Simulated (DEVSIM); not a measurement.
Device: abrupt In0.53Ga0.47As n-p junction, at 250 K.

```
layer (left to right)        material  thickness (μm)  Nd (cm⁻³)  Na (cm⁻³)  τn (s)  τp (s)
---------------------  --------------  --------------  ---------  ---------  ------  ------
1                      In0.53Ga0.47As           0.280     1.5e15          -   3e-10   3e-10
2                      In0.53Ga0.47As            50.0          -     1.8e17   3e-10   3e-10
```

Left contact: ohmic. Right contact: ohmic. Voltage is applied to the left contact. Recombination: SRH at mid-gap, Auger. Mobility is μmin + (μ − μmin)/(1 + (N/Nref)^α).

This is a model device: material constants are rounded textbook-type values typed into the input, and sizes, dopings and lifetimes were drawn at random. Values at 300 K; Nc and Nv go as T^1.5, mobilities as T to minus their exponent, the gap by Varshni's rule with the affinity fixed.

```
parameter         In0.53Ga0.47As
----------------  --------------
gap (eV)                    0.74
affinity (eV)               4.51
permittivity                13.9
Nc (cm⁻³)                 2.1e17
Nv (cm⁻³)                 7.7e18
μn (cm²/Vs)                12000
μp (cm²/Vs)                  300
μn,min                       300
μp,min                        10
Nref,n                    1.3e17
Nref,p                    4.9e17
αn                          0.48
αp                           0.4
T exponent of μn             1.6
T exponent of μp             1.6
Cn (cm⁶/s)                 5e-29
Cp (cm⁶/s)                 5e-29
Varshni α (eV/K)         0.00035
Varshni β (K)                190
```

Simulated with DEVSIM: 1D drift-diffusion, Boltzmann statistics, complete ionisation; no tunnelling, impact ionisation, image-force lowering or self-heating.

Q: Tabulate band edges, carrier densities and field at zero bias.

A: Energies count from the Fermi level of the right contact; mesh points crowd at the junctions.

```tsv
x (μm)	Ec (eV)	Ev (eV)	n (cm⁻³)	p (cm⁻³)	field (V/cm)
0.000	0.101	-0.654	1.5e15	380000	17000
0.02616	0.145	-0.610	1.9e14	3000000	17000
0.07934	0.239	-0.516	2.4e12	2.4e8	18000
0.1662	0.404	-0.350	1.1e9	5.1e11	20000
0.2496	0.577	-0.177	370000	1.6e15	22000
0.2788	0.645	-0.110	16000	3.6e16	26000
0.3040	0.676	-0.078	3700	1.5e17	3300
0.3947	0.680	-0.075	3200	1.8e17	≈ 0
0.5696	0.680	-0.075	3200	1.8e17	≈ 0
0.9367	0.680	-0.075	3200	1.8e17	≈ 0
1.795	0.680	-0.075	3200	1.8e17	≈ 0
4.699	0.680	-0.075	3200	1.8e17	≈ 0
9.899	0.680	-0.075	3200	1.8e17	≈ 0
22.06	0.680	-0.075	3200	1.8e17	≈ 0
40.10	0.680	-0.075	3200	1.8e17	≈ 0
45.60	0.680	-0.075	3200	1.8e17	≈ 0
48.23	0.680	-0.075	3200	1.8e17	≈ 0
49.35	0.680	-0.075	3200	1.8e17	≈ 0
49.97	0.680	-0.075	3200	1.8e17	≈ 0
50.16	0.680	-0.075	3200	1.8e17	≈ 0
50.24	0.680	-0.075	3200	1.8e17	≈ 0
50.28	0.680	-0.075	3200	1.8e17	≈ 0
```
